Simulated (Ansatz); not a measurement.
We look at the energy of the reaction as written. Reaction: 1/2 cell B + 1/2 O2 (gas) → cell A. A negative value means that the right-hand side lies lower.

Cell A: a sheet of composition SnO2, 3 atoms, hexagonal cell of 3.22 Å (9.0 Å²), symmetry P-3m1 within 0.02 Å, 2.0 Å thick under 16 Å of vacuum, in-plane vectors relaxed; planes from bottom to top: O | Sn | O; a model cell; spin state with PBE: run without spin, k-point mesh 12×12×1.
```xyz
3
Lattice="3.2153 0.0000 0.0000 -1.6076 2.7845 0.0000 0.0000 0.0000 18.0000" Properties=species:S:1:pos:R:3 pbc="T T T"
O      0.0000     1.8563     7.9846
Sn     0.0000     0.0000     9.0000
O      1.6076     0.9282    10.0154
```

Cell B: a layer of SnO (P4/nmm), 4 atoms, square cell of 3.84 Å (14.7 Å²), symmetry P4/nmm within 0.02 Å, 2.4 Å thick under 16 Å of vacuum, in-plane vectors held at the crystal's; planes from bottom to top: Sn | O2 | Sn; all atoms within 0.5 Å of the crystal's sites, in a cell too small to show a reconstruction; spin state with PBE: run without spin, k-point mesh 8×8×1.
```
CELL_PARAMETERS angstrom
      3.83584     0.00000     0.00000
      0.00000     3.83584     0.00000
      0.00000     0.00000    18.30524
ATOMIC_POSITIONS crystal
  O  0.00000 0.00000 0.50000
  O  0.50000 0.50000 0.50000
  Sn 0.00000 0.50000 0.56425
  Sn 0.50000 0.00000 0.43575
```

Reference: an isolated O2 molecule (triplet) in a box of 11 × 11 × 13 Å.

Computed with Ansatz (plane waves, PAW), its PAW set soft_1, cutoff 420 eV, 500 eV for r2SCAN. The structures are at rest with PBE+D3(BJ), within the held lattices; other levels are single points on them. HSE06 runs on coarser k-point meshes, mended by the PBE difference between the two meshes. Neutral cells; Fermi-Dirac smearing of at most 0.05 eV in the solids, energies taken to zero width. The lattices are those relaxed with PBE+D3(BJ), so at other levels the solids can be strained, which adds to the spread. A dispersion term (D3(BJ), or D4 for r2SCAN) was computed beside these levels and is taken off wherever the name lacks it. Space groups of crystals are read within 0.01 Å. Static lattices, no vibrational contributions. Spin-orbit coupling is left out. The cells' k-point meshes differ in density, so the last digit is unsettled. Cell A has symmetry P-3m1 within 0.02 Å and got no random move, so less symmetric positions, which may lie lower, weren't tried.

Q: Predict the value from HSE06.

A: -2.08 eV, for 1/2 cell B + 1/2 O2 (gas) → cell A.

Q: How does the value move with the functional?

A: 
```tsv
Method	value (eV)	less HSE06
PBE	-1.92	0.16
PBE+D3(BJ)	-1.99	0.09
r2SCAN	-2.26	-0.18
r2SCAN+D4	-2.30	-0.22
```

The levels shown span 0.38 eV, from r2SCAN+D4 (-2.30) to PBE (-1.92).

Ansatz is a quantum-chemistry and plane-wave program.
